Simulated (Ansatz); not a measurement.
Rock-salt NaH was calculated with r²SCANh (Ansatz, a program for electronic structure, plane waves, PAW).

From the output:

```
WARN output.stress: scf.exx.energy_threshold = 1e-6 eV is looser than the 2e-8 eV advised for a stress under a hybrid functional (1e-8 eV for each atom of the …
Crystal: 2 atoms, lattice volume = 26.095 Å³
Basis set: ecut = 520 eV, 725 PW (Γ), exchange–correlation on 75×75×75 points (27 copies of the dense FFT grid, shifted against one another)
Bands: 9, of which v1, the nominal top of the filled ones, is band 5 counted from 1 (4 counted from 0)
Symmetry: 48 space group operations
Space group: Fm-3m (ITA 225), of the structure as read, at distance tolerance 3.0e-5 Å
k-points: 47 of 1000
Functional: x = r2scan, c = r2scan; τ floored in thin density (d = 2e-4 eV/Å³), warm-up for x = 0.9 r2scan + 0.1 exact, c = r2scan; τ floored in thin density (d = 2e-4 eV/Å³)
SCF iter   1: F=—  HF=-1505.129943 eV  |F-HF|=—  |Δ(HF+E_count)|=         —  Δρ=7.79e-3  dr2=7.26e-3  dr2_τ=9.93e-4
SCF iter   2: F=-1505.129834 eV  HF=-1505.129784 eV  |F-HF|=5.04e-5  |Δ(HF+E_count)|=   1.59e-4  Δρ=1.94e-3  dr2=7.10e-4  dr2_τ=1.83e-4
Crystal: 2 atoms, lattice volume = 26.095 Å³
Initial density: handed on by an earlier stage of this run
Functional: x = 0.9 r2scan + 0.1 exact, c = r2scan; τ floored in thin density (d = 2e-4 eV/Å³)
  ...
Crystal: 2 atoms, lattice volume = 26.095 Å³
SCF iter   1: F=—  HF=-1505.026448 eV  |F-HF|=—  |Δ(HF+E_count)|=         —  Δρ=7.84e-6  dr2=6.78e-9  dr2_τ=2.08e-10
SCF iter   2: F=-1505.026448 eV  HF=-1505.026448 eV  |F-HF|=1.93e-11  |Δ(HF+E_count)|=   4.49e-9  Δρ=1.08e-6  dr2=7.44e-11  dr2_τ=2.60e-11
SCF 3 converged in 2 iterations: F = -1505.026448 eV  dr2 = 7.44e-11
Free energy (F): -1505.026448 eV
Internal energy: -1505.026448 eV  (E = F + TS)
E sigma→0 (E₀):  -1505.026448 eV
Fermi energy:    3.061438 eV
--- Stress (GPa, compression-positive) ---
        1.388871       0.000000       0.000000
       -0.000000       1.388871       0.000000
       -0.000000       0.000000       1.388871
  P = ⅓ Tr σ = 1.3889 GPa (13.889 kbar)
```

Write an input file that could have produced this run (the log leaves some choices open).

One answer among several that fit: 
Ansatz 0.2 input:
```yaml
crystal:
  lattice:
    - [0.0, 2.3541906167, 2.3541906167]
    - [2.3541906167, 0.0, 2.3541906167]
    - [2.3541906167, 2.3541906167, 0.0]
  atoms:
    - { symbol: Na, position: [0.0, 0.0, 0.0] }
    - { symbol: H, position: [0.5, 0.5, 0.5] }
basis:
  ecutwfc: 520
  ecutrho_ratio: 4
  xc_grid: 3
kpoints:
  mp_grid: { grid: [10, 10, 10] }
hamiltonian:
  xc: r2scanh
  dispersion: none
  pseudopotentials: { kind: paw }
scf:
  occupations: { method: fermi_dirac, width: 0.01 }
  convergence: { dr2_threshold: 0.0000000002 }
output:
  forces: true
  stress: true
  eigenvalues: true
```

The cell is one volume of an energy–volume scan, off the minimum.

The PAW data were made under PBE.
